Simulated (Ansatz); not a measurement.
Start from BAs in the zinc blende structure (space group F-43m, No. 216; a = 4.768 Å). Axes: x, y, z lie along the cube axes.

Calculations: PBEsol (Ansatz, a program for electronic structure; PAW; 420 eV plane waves; spin-orbit coupling left out), earlier PAW set.

For the base:

| Property | Result |
|---|---|
| Smallest direct gap | 3.25 eV |

One thing is altered: uniaxial strain ε_yy = +4.77 %, all other strain components held at zero, atoms relaxed at fixed cell.

**Question.** What does the calculation give for the smallest direct gap after the change?

**Answer.** The smallest direct gap falls by 0.30 eV, from 3.25 eV to 2.95 eV.

**Question.** What does the calculation give for the stress after the change?

**Answer.** The stress (xx, yy, zz, yz, xz, xy; compression positive) amounts to (-2.67, -12.49, -2.67, 0.00, 0.00, 0.00) GPa.

Stability against distortions was not tested.
